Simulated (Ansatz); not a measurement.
**Hypothetical zinc blende PbTe, pressure series**

Start from PbTe in the zinc blende structure (space group F-43m, No. 216; a = 7.3356 Å; a hypothetical phase, not in the database extracts checked).

Cell and atoms are relaxed at each pressure.

The values are results of Kohn–Sham DFT with the PBE functional, run in Ansatz (a quantum-chemistry and plane-wave program) with PAW and 420 eV plane waves, no SOC, earlier PAW set, not measurements.

```json
[
 {"pressure (GPa)": "-2", "volume per atom (Å³/atom)": "54.620"},
 {"pressure (GPa)": "0", "volume per atom (Å³/atom)": "49.342"},
 {"pressure (GPa)": "1.8", "volume per atom (Å³/atom)": "46.276"},
 {"pressure (GPa)": "4.2", "volume per atom (Å³/atom)": "43.309"},
 {"pressure (GPa)": "9", "volume per atom (Å³/atom)": "39.218"},
 {"pressure (GPa)": "18", "volume per atom (Å³/atom)": "34.554"},
 {"pressure (GPa)": "30", "volume per atom (Å³/atom)": "?"},
 {"pressure (GPa)": "45", "volume per atom (Å³/atom)": "27.751"},
 {"pressure (GPa)": "60", "volume per atom (Å³/atom)": "25.680"}
]
```

Question: Fit the third-order Birch–Murnaghan form P(V) = (3B₀/2)[(V₀/V)^(7/3) − (V₀/V)^(5/3)]·[1 + (3/4)(B₀′ − 4)((V₀/V)^(2/3) − 1)] (squares taken in P) to the rows shown and predict the withheld row.

Answer: Least squares on the printed values gives V₀ = 49.409 Å³/atom, B₀ = 24.4 GPa, B₀′ = 4.0; this predicts 30.780 Å³/atom, and the run gives 30.795 Å³/atom, 0.015 higher.

A case with no gap was solved on a k-mesh chosen for an insulator, which is coarse for it. Load acts through the strain it causes; cell and atoms are relaxed under it. Whether these cells are dynamically stable was not tested. Competing high-pressure phases were not computed. The final runs are not spin-polarised.
